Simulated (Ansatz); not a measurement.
**A computed series for BN: response to strain**

Base system: BN in the zinc blende structure (space group F-43m, No. 216; a = 3.606 Å). Axes: x, y, z lie along the cube axes.

Strains are applied to the cell and any free atomic positions relax; under biaxial strain the out-of-plane vector relaxes too; under stress the whole cell relaxes.

Level of theory: PBEsol (Ansatz, a quantum-chemistry and plane-wave program, PAW, no SOC).

| case | band gap | gap character | shortest interatomic distance |
|---|---|---|---|
| base | 4.30 eV | indirect, Γ → X | 1.561 Å |
| biaxial strain +0.69 %, plane normal [001], relaxed out of plane | 4.11 eV | indirect, Γ → M | 1.567 Å |
| isotropic strain −5.06 % | 4.45 eV | indirect, Γ → X | 1.482 Å |
| isotropic strain −4.00 % | 4.42 eV | indirect, Γ → X | 1.499 Å |
| isotropic strain −1.83 % | 4.35 eV | indirect, Γ → X | 1.533 Å |
| uniaxial strain ε_xx = +3.43 % | 3.96 eV | indirect, Γ → X | ___ |
| uniaxial strain ε_yy = +3.11 % | 3.99 eV | indirect, Γ → X | 1.578 Å |
| uniaxial strain ε_yy = +5.26 % | ___ | indirect, Γ → X | 1.589 Å |
| uniaxial stress, 2 GPa tension along z | 4.27 eV | indirect, Γ → X | 1.562 Å |
| uniaxial stress, 3 GPa compression along x | 4.21 eV | indirect, Γ → M | 1.560 Å |

Question: What belongs in the blanks?

Answer: 
- uniaxial strain ε_xx = +3.43 %, shortest interatomic distance: 1.579 Å
- uniaxial strain ε_yy = +5.26 %, band gap: 3.80 eV

Stability under load was not tested beyond the relaxation. Labels are those of the standard path for the cell's own space group.
